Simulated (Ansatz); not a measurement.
## A constructed model of the (100) surface of rock-salt TiC, top plane replaced by MgO (bottom of the slab: a bare face, its two planes held)

Level of theory: PBE (plane waves to 420 eV, PAW; Ansatz, an electronic-structure program).

Model: 12-atom slab, 10.7 Å thick at the start with caps and adatoms (thin: gaps and levels are the slab's own), 12x12x1 mesh, Fermi-Dirac 0.1 eV, dipole correction, 4 atoms held, the rest relaxed; symmetry of the start imposed; no spin, no spin-orbit, no U. It is one candidate, not shown to be the stable structure of the face.

work function of the top face: 3.12 eV
energy released by relaxation: 0.39 eV
cost: about 2.5 core-minutes (a rough figure)
